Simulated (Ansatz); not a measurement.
Take TlBr in the CsCl type structure (space group Pm-3m, No. 221) as the base.

```
TlBr
1.0
    3.91453     0.00000     0.00000
    0.00000     3.91453     0.00000
    0.00000     0.00000     3.91453
Tl Br
1 1
Direct
  0.00000   0.00000   0.00000
  0.50000   0.50000   0.50000
```

Cartesian axes are those of the cell as printed.

The values are results of Kohn–Sham DFT with the PBEsol functional, run in Ansatz (a quantum-chemistry and plane-wave program) with PAW and 420 eV plane waves, no spin-orbit coupling, not measurements.

Before the change:

Pressure: 0.00 GPa
Band gap: 1.59 eV
Electron mass: 0.14 mₑ along k, 0.20 mₑ across (at X)
Shortest interatomic distance: 3.390 Å

It is then changed as follows: tensor shear ε_xy = +2.00 % (engineering shear γ = 0.0400), atoms relaxed at fixed cell.

Task: Predict the new energy relative to the base.

Result: The energy rises by 1.5 meV/atom.

Task: How does this affect the pressure?

Result: The pressure (mean of the normal stresses, compression positive) goes from zero to 0.06 GPa.

Task: What happens to the band gap?

Result: The band gap decreases by 0.02 eV to 1.57 eV.

Task: Predict the new electron mass.

Result: The electron mass stays 0.14 mₑ along k, 0.20 mₑ across (at X).

Task: What does the calculation give for the shortest interatomic distance after the change?

Result: The shortest interatomic distance decreases by 0.045 Å to 3.345 Å.

Spin-orbit coupling, missing from the scalar runs, can matter with Tl. The cells carry an imposed strain or load. Effective masses come from finite differences of ±0.01 Å⁻¹. Along k means along the line from Γ to the band edge. Stability against distortions was not tested.
